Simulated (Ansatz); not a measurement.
Base system: Al in the fcc (Cu type) structure (space group Fm-3m, No. 225; a = 4.041 Å; relaxed with 0.1 eV smearing). Axes: x, y, z lie along the cube axes.

All numbers come from PBE, PAW, 420 eV (Ansatz, an electronic-structure program; scalar-relativistic without spin-orbit coupling).

One thing is altered: the cell is scaled by 0.9891 in all directions, atoms relaxed at fixed cell.

Task: Predict the stress tensor and what it implies for the stiffness.

Result: Stress of the strained cell less that of the base (GPa, compression positive):
```
    2.7     0.0     0.0
    0.0     2.7     0.0
    0.0     0.0     2.7
```

Then B = −ΔP/(ΔV/V₀) with ΔV/V₀ = -0.0323 gives secant stiffness values (nonlinear terms included at this strain): B ≈ 85 GPa.

As a check, the harmonic strain energy −½ V₀ Δσ:ε is 4.6 meV/atom; the computed energy rise is 4.4 meV/atom.

Whether these cells are dynamically stable was not tested.
